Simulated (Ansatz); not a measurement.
Response to strain in hypothetical Pm-3n AlN

Consider AlN (space group Pm-3n, No. 223; a hypothetical phase, not in the database extracts checked).

```xyz
12
Lattice="5.3724 0.0000 0.0000 0.0000 5.3724 0.0000 0.0000 0.0000 5.3724" Properties=species:S:1:pos:R:3 pbc="T T T"
Al     1.3431     0.0000     2.6862
Al     2.6862     1.3431     0.0000
Al     2.6862     4.0293     0.0000
Al     4.0293     0.0000     2.6862
Al     0.0000     2.6862     4.0293
Al     0.0000     2.6862     1.3431
N      1.3431     2.6862     0.0000
N      0.0000     1.3431     2.6862
N      0.0000     4.0293     2.6862
N      4.0293     2.6862     0.0000
N      2.6862     0.0000     4.0293
N      2.6862     0.0000     1.3431
```

Cartesian axes are those of the cell as printed.

Strains are applied to the cell and any free atomic positions relax; under biaxial strain the out-of-plane vector relaxes too.

The values are results of plane-wave PAW DFT at the PBE level (Ansatz, a first-principles code, 420 eV), spin-orbit coupling left out, not measurements.

Notes on the quantities. pressure: mean of the normal stresses, compression positive; energy relative to the base: free energy F.

```tsv
change	band gap	pressure	energy relative to the base	space group	shortest interatomic distance
base	2.64 eV	0.01 GPa	0 meV/atom	Pm-3n (No. 223)	1.899 Å
biaxial strain +0.96 %, plane normal [001], relaxed out of plane	2.44 eV	-2.34 GPa	+2.8 meV/atom	P4_2/mmc (No. 131)	1.906 Å
biaxial strain +1.09 %, plane normal [111], relaxed out of plane	2.60 eV	-1.54 GPa	+2.0 meV/atom	R-3c (No. 167)	1.904 Å
tensor shear ε_yz = −3.79 %	2.62 eV	-0.29 GPa	+12 meV/atom	Cccm (No. 66)	1.893 Å
```

Whether these cells are dynamically stable was not tested.
